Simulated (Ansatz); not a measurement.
Base system: Hf in the hcp (Mg type) structure (space group P6_3/mmc, No. 194; a = 3.1983 Å, c = 5.0488 Å; relaxed with 0.1 eV smearing). Axes: x lies along a and z along c of the hexagonal cell.

All numbers come from r2SCAN, PAW, 500 eV (Ansatz, an electronic-structure program; no SOC).

For the base:

| Quantity | Value |
|---|---|
| Shortest interatomic distance | 5.910 bohr |

It is then changed as follows: tensor shear ε_xz = +1.71 % (engineering shear γ = 0.0342), atoms relaxed at fixed cell.

What happens to the stress?

The stress (xx, yy, zz, yz, xz, xy; compression positive) comes out as (0.0, 0.0, 0.1, 0.0, -2.0, 0.0) GPa.

What happens to the energy relative to the base?

The energy increases by 4.8 meV/atom.

What happens to the shortest interatomic distance?

The shortest interatomic distance shrinks by 0.0817 bohr (5.910 bohr → 5.829 bohr).

The cells carry an imposed strain or load. Stability against distortions was not tested. The final runs are not spin-polarised.
